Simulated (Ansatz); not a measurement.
Phonon-limited resistivity of ScIn3 (Pm-3m) against temperature in μΩ·cm, PBEsol, DFPT electron-phonon coupling, linearised Boltzmann equation in Ansatz (a first-principles code), harmonic crystal at a fixed cell.

| T | ρ |
|---|---|
| 50 K | 1.02 |
| 77 K | ___ |
| 100 K | ___ |
| 150 K | 6.5 |
| 200 K | 9.1 |
| 250 K | 11.6 |
| 273 K | 12.8 |
| 300 K | 14.1 |

Task: What belongs in the gaps?

Result: 
- 77 K, ρ: 2.4
- 100 K, ρ: 3.7

A metal at this level (no band gap). Only scattering by harmonic phonons is included (no impurities, grain boundaries, electron-electron scattering or thermal expansion). Spin-orbit coupling is left out. Halving the electron mesh (20x20x20) moves the resistivity by up to 13 %. Smearing 0.20 eV; phonons on a 3x3x3 q mesh, which this run doesn't test and which matters most at low temperature.

Formula and space group known from diffraction (Crystallography Open Database), not checked to be the room-temperature form: ScIn3 (Pm-3m).
